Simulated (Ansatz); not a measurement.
**ZnO in the wurtzite structure (space group P6_3mc, No. 186)**

Space group P6₃mc (No. 186); a = 3.2308 Å, b = 3.2308 Å, c = 5.2158 Å, α = 90.00°, β = 90.00°, γ = 120.00°

```
atom  site  symmetry       x       y       z
----  ----  --------  ------  ------  ------
Zn      2b       3m.  0.6667  0.3333  0.0021
O       2b       3m.  0.3333  0.6667  0.1231
```

The values are results of PBEsol (Ansatz, a program for electronic structure; PAW; 420 eV plane waves; spin-orbit coupling left out), earlier PAW set, not measurements. k-mesh 12×12×7 (Γ-centred); smearing 0.05 eV (Fermi–Dirac).

```yaml
volume_per_atom: 11.79 Å³
density: 5.73 g/cm³
band_gap: 0.70 eV, direct at Γ
electron_mass: 0.13 mₑ
Lowest conduction-band minima above the VBM: Γ 0.70 eV
total_energy: -1921.066 eV/atom (σ→0; compares only within this code and set-up)
```

Masses are band curvatures over ±0.01 Å⁻¹ around the edge. Stability against distortions was not tested.
